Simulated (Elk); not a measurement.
Worked example: self-consistent single point of LaPd₂ (I4/mmm, 3 atoms in the cell) in Elk.

Method: LDA (PW92), all-electron FP-LAPW, Elk's shipped species files, LAPW+lo basis (Elk 10.2.4).

```xyz
3
Lattice="-1.9748 1.9748 4.4069 1.9748 -1.9748 4.4069 1.9748 1.9748 -4.4069" Properties=species:S:1:pos:R:3 pbc="T T T"
La     0.0000     0.0000     0.0000
Pd     0.0000     1.9748     2.2034
Pd     1.9748     0.0000     2.2034
```

Reference input (self-consistent single point, DFT, PBEsol, all-electron FP-LAPW, Elk's shipped species files, LAPW+lo basis): xctype = 22; rgkmax = 8; swidth = 0.00367493 Ha; ngridk = 9 9 9; gmaxvr = 16 1/bohr; nxoapwlo = 1; rmtscf = 0.95; maxscl = 100. This run's input differs from it in these lines:

```diff
@@ -2,5 +2,2 @@
   0
-
-xctype
-  22
```

Output (repeated stretches shortened):

```
│ Self-consistent loop started │
│ Loop number : 1 │
 total energy                :     -18554.1378307
│ Loop number : 2 │
 total energy                :     -18552.1244434
RMS change in Kohn-Sham potential (target) :   0.8326140135     (  0.1000000000E-05)
Absolute change in total energy (target)   :    2.013387317     (  0.1000000000E-03)
│ Loop number : 3 │
 total energy                :     -18574.4541955
RMS change in Kohn-Sham potential (target) :   0.6696552730     (  0.1000000000E-05)
Absolute change in total energy (target)   :    21.82640532     (  0.1000000000E-03)
│ Loop number : 4 │
   [... lines left out ...]
Absolute change in total energy (target)   :   0.4633175740E-03 (  0.1000000000E-03)
│ Loop number : 17 │
 total energy                :     -18575.9815307
RMS change in Kohn-Sham potential (target) :   0.3946819224E-06 (  0.1000000000E-05)
Absolute change in total energy (target)   :   0.1673629085E-03 (  0.1000000000E-03)
│ Loop number : 18 │
 total energy                :     -18575.9815728
RMS change in Kohn-Sham potential (target) :   0.1666096741E-06 (  0.1000000000E-05)
Absolute change in total energy (target)   :   0.8391292431E-04 (  0.1000000000E-03)
Convergence targets achieved

│ Loop number : 19 │

Energies :
 Fermi                       :     0.309843695181
 total energy                :     -18575.9815718

Density of states at Fermi energy :    50.10419574
 (states/Hartree/unit cell)

Estimated indirect band gap :   0.1093356638E-02
 from k-point     31 to k-point     18
Estimated direct band gap   :   0.4870931357E-02
 at k-point     54

Charges :
 core                        :    102.0000000
 valence                     :    47.00000000
 interstitial                :    4.982635231
 muffin-tins (core leakage)
  species :    1 (La)
   atom    1                 :    54.37325381     (  0.4873620591E-03)
  species :    2 (Pd)
   atom    1                 :    44.82205548     (  0.1331558153E-07)
   atom    2                 :    44.82205548     (  0.1331558153E-07)
 total in muffin-tins        :    144.0173648
 total calculated charge     :    149.0188616
 total charge                :    149.0000000
 error                       :   0.1886163154E-01

│ Self-consistent loop stopped │
```

The run converged in 19 iterations. The count includes the last loop, which Elk runs after its targets are met. 

The starting cell comes from a database of computed structures (which also holds hypothetical and non-ambient phases and stackings), without a prior relaxation at this level. Its lattice was rescaled by a random factor within 2.5 % of one. Spin polarisation is off. Values depend on the basis (sphere radii, cutoffs, local orbitals), which need not be converged. The log's line on a gap gives a spacing of levels on this mesh, which the program prints for metals too.

Cost on one core of a shared machine: roughly 90 s.
